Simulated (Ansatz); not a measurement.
The parent structure is ZnF$_{2}$ in the anatase structure (space group I4_1/amd, No. 141; a = 4.0243 Å, c = 10.0586 Å; a hypothetical phase, not in the database extracts checked). Axes: x, y, z lie along a, b, c of the conventional cell.

Method: PBE (Ansatz, an electronic-structure program, PAW, spin-orbit coupling left out).

For the base:

- Pressure: 0.00 GPa
- Volume per atom: 13.58 Å³

Now apply this change: biaxial strain +2.82 %, plane normal [001], relaxed out of plane (Cartesian); in-plane vectors clamped, the third vector and the atoms free.

Q: Predict the new pressure.

A: The pressure (mean of the normal stresses, compression positive) goes from zero to -1.57 GPa.

Q: What does the calculation give for the volume per atom after the change?

A: The volume per atom increases by 0.280 Å³, from 13.58 Å³ to 13.85 Å³.

No phonon test of stability was made.
